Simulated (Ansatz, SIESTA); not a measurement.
# CaMoF6 (R-3, 8 atoms in the cell) computed with different codes at matched settings

Self-consistent single point.

```yaml
crystal:
  lattice:
    - [2.80272, 1.61815, 4.95432]
    - [-2.80272, 1.61815, 4.95432]
    - [0.00000, -3.23630, 4.95432]
  atoms:
    - { symbol: Ca, position: [0.50000, 0.50000, 0.50000] }
    - { symbol: Mo, position: [0.00000, 0.00000, 0.00000], spin: 2.0 }
    - { symbol: F, position: [0.13477, 0.32724, 0.77331] }
    - { symbol: F, position: [0.86523, 0.67276, 0.22669] }
    - { symbol: F, position: [0.77331, 0.13477, 0.32724] }
    - { symbol: F, position: [0.22669, 0.86523, 0.67276] }
    - { symbol: F, position: [0.32724, 0.77331, 0.13477] }
    - { symbol: F, position: [0.67276, 0.22669, 0.86523] }
```
(The spins are starting values, not results.)

Shared settings, as Ansatz (a first-principles code) writes them: kpoints.mp_grid.grid = 5 5 5; scf.occupations.method = fermi_dirac; scf.occupations.width = 0.01 eV. Potentials and cutoffs stand in the table.

```csv
code,model,pressure (GPa),largest force (eV/Å),size of the net moment (μB/atom),cutoff
Ansatz,"LDA (PW92), PAW files made with PBE",-4.98,0.335,0.25,default
SIESTA,"LDA PW92, numerical atomic orbitals DZP, PseudoDojo LDA standard norm-conserving potentials (rewritten from UPF to PSML)",-2.37,0.195,0.25,grid 400 Ry
```

On Ansatz's run: with one magnetic atom in the cell only a parallel order is possible.

The spread over the programs that give each value: pressure within 2.61 GPa; largest force within 0.140 eV/Å; size of the net moment within 0.00 μB/atom.

SIESTA uses small atom-centred bases, whose incompleteness enters pressures, forces and empty levels differently from a plane-wave cutoff. Ansatz's pressure is given at a fixed set of plane waves, as the other plane-wave codes print theirs; with its correction for the finite basis it is -4.51 GPa (the shift of 0.46 GPa shows how far the cutoff is from converged).

On the base mesh (3 3 3) the same programs gave: Ansatz pressure -4.94 GPa; SIESTA pressure -2.36 GPa.

The starting cell comes from a database of computed structures (which also holds hypothetical and non-ambient phases and stackings), without a prior relaxation at this level.

Keys are those of Ansatz 0.2.
